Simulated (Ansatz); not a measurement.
We consider WIr3 (model structure, started from the A15 type, Pm-3n, No. 223, 8 atoms in the cell), described by r²SCAN (plane waves, PAW; Ansatz, an electronic-structure program).

Numerical settings: plane-wave cutoff 560 eV, 12×12×12 k mesh, Fermi–Dirac smearing 0.05 eV, no spin polarisation, scalar-relativistic PAW data made under PBE.

Cell (relaxed at this level):

Ir3W is taken in the cubic space group Pm-3n (No. 223), the A15 (Cr3Si type) structure, Pearson symbol cP8. Cell: a = 4.939 Å, b = 4.939 Å, c = 4.939 Å, α = 90.00°, β = 90.00°, γ = 90.00°. Ir on 6c has 2 Ir at 2.470 Å and 8 Ir at 3.025 Å and 4 W at 2.761 Å. W on 2a has 12 Ir at 2.761 Å. (Neighbours: up to the widest gap in distance over summed covalent radii, below 1.35, at either atom.)

Question: Predict the bulk modulus.

Answer: 
* **bulk modulus**: 338 GPa

Note: the run has no spin polarisation, so it can have missed a magnetic state; the bulk modulus is −V dP/dV from two relaxed cells at ±2 % in volume; the relaxation could raise the start's symmetry but not lower it, so the cell can be a saddle point.

Spin–orbit coupling is not included.

A model structure was made by putting elements into a prototype or built by hand; it is no filed structure, need not be a known phase, and can be a saddle point held by its symmetry.
